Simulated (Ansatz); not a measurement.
Hypothetical P6_422 BP, response to strain

The reference is BP (space group P6_422, No. 181; a = 3.2597 Å, c = 6.9403 Å; a hypothetical phase, not in the database extracts checked). Axes: x lies along a and z along c of the hexagonal cell.

Strains are applied to the cell and any free atomic positions relax.

Levels (all Ansatz, a program for electronic structure, PAW): PBEsol (420 eV, no spin-orbit coupling); r2SCAN (500 eV, spin-orbit coupling left out).

Band gaps by level, all at the geometries relaxed with PBEsol:

```json
[
 {"case": "base", "PBEsol": "zero", "r2SCAN": "0.15 eV"},
 {"case": "isotropic strain −1.32 %", "PBEsol": "zero", "r2SCAN": "zero"},
 {"case": "tensor shear ε_xy = −0.74 %", "PBEsol": "zero", "r2SCAN": "0.14 eV"},
 {"case": "tensor shear ε_xz = −1.43 %", "PBEsol": "zero", "r2SCAN": "0.11 eV"},
 {"case": "tensor shear ε_xy = −0.85 %", "PBEsol": "zero", "r2SCAN": "0.14 eV"}
]
```

Single points use the geometry relaxed with PBEsol. The mesh was chosen for an insulator and is coarse for the gapless case. Stability against distortions was not tested. The base started in P3_121 and relaxed to P6_422 at this level. The final runs are not spin-polarised. A zero or small gap of BP can be the functional's error rather than a property of the material.
